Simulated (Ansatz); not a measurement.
Consider the following.

```yaml
crystal:
  lattice:
    - [0.00000, 2.82744, 2.82744]
    - [2.82744, 0.00000, 2.82744]
    - [2.82744, 2.82744, 0.00000]
  atoms:
    - { symbol: Li, position: [0.75000, 0.75000, 0.75000] }
    - { symbol: Li, position: [0.25000, 0.25000, 0.25000] }
    - { symbol: S, position: [0.00000, 0.00000, 0.00000] }
```

Level of theory: PBEsol, rigid bands (plane waves, PAW, scalar-relativistic; Ansatz, a first-principles code). Geometry: cell and atoms relaxed with PBEsol.

### Question
Predict the electron conductivity mass (n e² τ/σ) at 300 K, by direction if it differs.

### Answer
0.40 mₑ.

### Question
What conductivity effective mass do dilute holes have at 300 K?

### Answer
1.12 mₑ.

### Question
And the band gap?

### Answer
3.20 eV at this level; semilocal functionals usually fall short of the measured gap.

Rigid bands, one relaxation time for all states, no polarons. Spin-orbit coupling is left out; where it splits the top of the valence band it changes the hole mass and lowers the gap by about a third of the splitting.

Formula and space group known from diffraction (Crystallography Open Database), not checked to be the room-temperature form: Li2S (Fm-3m).
